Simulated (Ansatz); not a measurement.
Consider this model of amorphous Si24O50Ge.

```xyz
75
Lattice="10.4528 -0.2597 0.0871 -0.2597 10.0228 -0.1408 0.0871 -0.1408 10.5753" Properties=species:S:1:pos:R:3 pbc="T T T"
Si     4.6225     3.1235     4.9381
Si     5.0844     2.5879     1.8281
Si     4.3024     7.1068     2.6677
Si     5.0238     9.6256     0.7181
Si     5.7888     4.6829     7.1144
Si     8.6698     1.5731     7.9504
Si     1.1523     0.9172     8.1418
Si     0.3309     5.4456     7.7927
Si     8.1067     8.9930     6.0854
Si     9.5982     7.5964     4.2265
Si     9.3030     3.7394     5.8261
Si     3.1388     5.3826     6.4140
Si     3.1548     0.6699     6.1797
Si     0.1192     4.5622     0.0456
Si     0.6235     3.4427     3.4830
Si     9.4837     1.8059     1.7224
Si     8.0666     9.1067     0.3213
Si     9.8632     8.0677     8.3077
Si     3.8774     0.7505     9.0592
Si     6.6538     6.9216     4.9732
Si     2.2152     7.8562     4.8080
Si     8.4387     4.0452     3.0822
Si     2.8046     4.4611     1.7122
Si     8.8332     6.4494     1.6292
O      6.6424     8.4516     5.5806
O     10.1792     1.3608     8.5196
O      5.5286     6.8284     3.7631
O      9.1354     9.0928     4.7777
O      3.8592     5.7069     1.9151
O      0.6141     9.3442     7.8322
O     10.0632     4.3272     2.9528
O      7.6806     1.8182     9.2212
O      8.1940     2.5383     2.4684
O      8.2385     6.7034     4.5407
O      9.8310     7.2851     2.6419
O      9.0443     8.6797     9.5719
O      8.6171     2.8008     6.9248
O      0.2771     2.0209     2.7250
O      0.1489     4.3778     8.9982
O      3.6398     3.1279     1.2810
O      2.2856     1.1228     9.3142
O      1.6552     4.7636     0.5939
O      3.9456     1.6622     5.1647
O      3.0074     6.9079     5.8675
O      6.5274     4.3102     8.5403
O      5.2541     3.1180     3.4010
O      1.8159     1.4423     6.7391
O      0.2118     3.3492     5.0613
O      8.7847     7.9019     7.1032
O      4.7631     2.1189     9.1399
O      9.6991     5.0758     6.6638
O      9.7002     5.6374     0.5227
O      8.1563     3.9836     4.6834
O      5.1486     0.9490     1.8010
O      1.7548     5.0370     7.1474
O      2.9206     7.6247     3.3611
O      2.4464     9.4067     5.1806
O      4.7397     8.2640     1.5825
O      4.0892     9.6539    10.0165
O      0.6083     7.5076     4.8088
O      6.5276     9.5721     0.0772
O      5.7215     3.3500     6.1395
O      2.0866     4.0173     3.1264
O      4.3075     5.2339     7.5397
O      3.5543     4.3562     5.1956
O      9.0992     0.2950     1.2695
O      4.0158     0.2049     7.5072
O      6.4307     5.8717     6.1991
O      7.8052     5.3149     2.2816
O      8.1468     0.3284     7.0486
O      7.9072     7.6479     1.0377
O      6.1739     3.2326     0.7438
O      0.1762     6.9202     8.4533
O      9.9497     2.8395     0.5381
Ge     6.2983     2.8638     9.5582
```

All values below come from PBE, scalar-relativistic without spin-orbit coupling (plane waves to 420 eV, PAW; Ansatz, a program for electronic structure).

A CHGNet melt-quench gave the starting glass, which DFT then relaxed. O atoms were pushed apart under 1.9 Å during the dynamics, to hinder bonds among them. The hot cell started wider than the set density and was brought back towards it in steps. It is the lowest in DFT energy of 2 quenches. It is a model cell: composition and starting density were chosen by hand, and all elements were melted together. No dispersion term was used. Its density started from a set value of 2.27 and ended at 2.32 g/cm³. The simulated quench (nominally 320 K/ps over its main leg) is rapid and tends to freeze in more defects than a deposited or slowly cooled glass has. One small periodic cell is one sample of the glass; other quenches scatter about these values. Volume and shape were free in the relaxation.

Bonds are counted up to Si-Si 2.60 Å, Si-O 1.90 Å, Si-Ge 2.70 Å, O-O 1.58 Å, O-Ge 2.23 Å, Ge-Ge 2.81 Å. Two cations that share two anions don't count as bonded, nor two that share one unless they lie closer than Si-Si 2.38 Å, Si-Ge 2.47 Å, Ge-Ge 2.57 Å.

### Question
Give the coordination numbers, mean bond lengths and angles.

### Answer

- Mean coordination of Si by anions: 4.00 (24 with 4)
- Mean coordination of O: 2.00 (50 with 2)
- Mean coordination of Ge by anions: 4.00 (1 with 4)
- Mean Si-O bond: 1.637 Å (spread 0.015 Å, 96 counted)
- Mean O-Ge bond: 1.771 Å (spread 0.010 Å, 4 counted)
- Bond angle at Si: mean 109.4°, spread 4.5°
- Bond angle at O: mean 138.2°, spread 14.7°
- Bond angle at Ge: mean 109.5°, spread 4.4°

### Question
List the pairs of like atoms that count as bonded by the rules above.

### Answer
There are none by these rules.
